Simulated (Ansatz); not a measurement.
The starting structures come from a database of crystals and need not be the phases stable at ambient conditions.

 Where the default PAW files enter, the runs use the earlier of Ansatz's two default sets.

Inside the gap of an insulator the Bloch states are evanescent, with a wavenumber k + iκ along the transport direction.

Data:

```
CELL_PARAMETERS angstrom
      6.93234     0.00000     0.00000
      3.46617     6.87548     0.00000
      3.46617    -0.58247     1.91455
ATOMIC_POSITIONS crystal
  Al 0.66599 0.00068 0.00068
  Al 0.83265 0.50068 0.50068
  As 0.29135 0.37532 0.37532
  As 0.45801 0.87532 0.87532
```

Space group of this cell: P6_3mc, wurtzite. The cell is taken as given.

Transport runs along the normal of the first two printed cell vectors, the (111) plane of the conventional cell.

The gap is the functional's own, uncorrected, and κ follows it; spin-orbit coupling is left out. Mid-gap values are interpolated between the computed energies.

Problem. State the band gap and the smallest decay constant κ at mid-gap according to Ansatz (an electronic-structure program) with PBEsol.

Solution. Gap 1.63 eV on a 16×16×16 mesh; κ = 0.116 1/Å, at the zone centre.
